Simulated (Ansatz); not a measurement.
Pressure series in HfN

Take HfN in the rock salt structure (space group Fm-3m, No. 225; a = 4.502 Å) as the base.

Cell and atoms are relaxed at each pressure.

Computed with Ansatz (a program for electronic structure), PBEsol, PAW, cutoff 420 eV, no SOC.

Notes on the quantities. enthalpy: H = E + PV relative to the base's energy.

```tsv
case	shortest interatomic distance	enthalpy	density
base	2.251 Å	–	14.02 g/cm³
pressure −2 GPa	2.256 Å	-0.14 eV/atom	13.92 g/cm³
pressure −1 GPa	2.253 Å	-0.07 eV/atom	13.97 g/cm³
pressure 0.9 GPa	2.248 Å	+0.06 eV/atom	14.06 g/cm³
pressure 2.1 GPa	2.245 Å	+0.15 eV/atom	14.12 g/cm³
pressure 4.5 GPa	2.239 Å	+0.32 eV/atom	14.23 g/cm³
pressure 9 GPa	2.229 Å	+0.63 eV/atom	14.44 g/cm³
pressure 15 GPa	2.215 Å	+1.04 eV/atom	14.70 g/cm³
pressure 22.5 GPa	2.200 Å	+1.55 eV/atom	15.01 g/cm³
pressure 30 GPa	2.186 Å	+2.04 eV/atom	15.30 g/cm³
```

Load acts through the strain it causes; cell and atoms are relaxed under it. Stability against distortions was not tested. No other phases were tried under pressure. All final runs are without spin polarisation. An odd electron count without spin: HfN.
